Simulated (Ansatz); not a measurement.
Start from Rh in the fcc (Cu type) structure (space group Fm-3m, No. 225; a = 3.7800 Å).

Method: PBEsol (Ansatz, a program for electronic structure), no SOC.

For the base:

The lattice parameter a is 3.780 Å.

Now apply this change: cell and atoms relaxed at a pressure of 7.5 GPa.

Question: Predict the new lattice parameter a.

Answer: The lattice parameter a shrinks by 0.030 Å to 3.750 Å.

Load acts through the strain it causes; cell and atoms are relaxed under it. No phonon test of stability was made. Competing high-pressure phases were not computed. All final runs are without spin polarisation.
